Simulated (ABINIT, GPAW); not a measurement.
An ABINIT input for a self-consistent single point of SnO (P4/nmm, 4 atoms in the cell) (DFT, LDA (PW92), plane waves, norm-conserving pseudopotentials (PseudoDojo nc-sr-04 LDA standard)):

```
# SnO, PseudoDojo nc-sr-04 LDA standard
pp_dirpath "./"
pseudos "Sn.upf, O.upf"
acell 7.2068485215 7.2068485215 9.2349214957
rprim
         1.0000000000    0.0000000000    0.0000000000
         0.0000000000    1.0000000000    0.0000000000
         0.0000000000    0.0000000000    1.0000000000
natom 4
ntypat 2
znucl 50 8
typat 1 1 2 2
xcart
         0.0000000000    3.6034242607    2.1736234724
         3.6034242607    0.0000000000    7.0612980233
         3.6034242607    3.6034242607    0.0000000000
         0.0000000000    0.0000000000    0.0000000000
ecut 1143 eV
ixc 7
occopt 3
tsmear 0.00036749
nband 27
kptopt 1
ngkpt 5 5 4
nshiftk 1
shiftk 0 0 0
nstep 50
tolvrs 1.0e-11
prtwf 0
prtden 0
```

Translate this input to GPAW.

This is the input that was run; spellings and numerical settings could be chosen otherwise.

```python
from ase import Atoms
from ase.units import GPa
from gpaw import GPAW

atoms = Atoms(['Sn', 'Sn', 'O', 'O'],
              cell=[[3.813700, 0.000000, 0.000000],
                    [0.000000, 3.813700, 0.000000],
                    [0.000000, 0.000000, 4.886910]],
              positions=[[0.000000, 1.906850, 1.150232],
                         [1.906850, 0.000000, 3.736678],
                         [1.906850, 1.906850, 0.000000],
                         [0.000000, 0.000000, 0.000000]],
              pbc=True)

calc = GPAW(mode={'name': 'pw', 'ecut': 950},
            xc='LDA',
            kpts={'size': (5, 5, 4), 'gamma': True},
            occupations={'name': 'fermi-dirac', 'width': 0.01},
            nbands=-6,
            convergence={'density': 1e-05, 'energy': 1e-05, 'bands': -4},
            symmetry={'symmorphic': False, 'tolerance': 0.0005},
            maxiter=150)

atoms.calc = calc

energy = atoms.get_potential_energy()
print('Energy (eV):', round(energy, 6))
forces = atoms.get_forces()
print('Forces (eV/Ang):')
print(forces.round(5))
stress = atoms.get_stress()
print('Stress (GPa, Voigt):', (stress / GPa).round(4))
```

Basis settings and potentials, where a program has them, do not carry over. This input uses DFT LDA (Perdew-Wang 92), plane waves, GPAW PAW datasets LDA (gpaw-data 1.0.1). LDA parametrisations can differ slightly between programs.

The starting cell comes from a database of computed structures (which also holds hypothetical and non-ambient phases and stackings), without a prior relaxation at this level.
